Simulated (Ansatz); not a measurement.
Structures of equal composition on the (110) surface of bcc Ta: a layer of Hf in place of the second plane; a layer of Hf in place of the third plane. The slabs share one bottom face, and each structure is named by its start. These are constructed structures in small cells; real faces may alloy, dewet or reconstruct in larger ones, and not all known structures of the face are among them. Slabs of about 11 Å with all that they carry, Fermi-Dirac smearing of 0.1 eV. Bottom of the slabs: a bare face, its two planes held. Relaxed from the named starts with such symmetry as they have, on meshes of like density; energies extrapolated to zero smearing; no spin-orbit coupling, no U. Spin-polarised runs, if any, are marked in brackets, and their order is one that fits the cell; the others ran without spin.

The numbers are results of PBE (plane waves to 420 eV, PAW; Ansatz, a quantum-chemistry and plane-wave program), not measurements.

Order them by energy per 1x1 cell (lowest first) at the level PBE.

a layer of Hf in place of the third plane (0.000 eV), a layer of Hf in place of the second plane (0.024 eV)
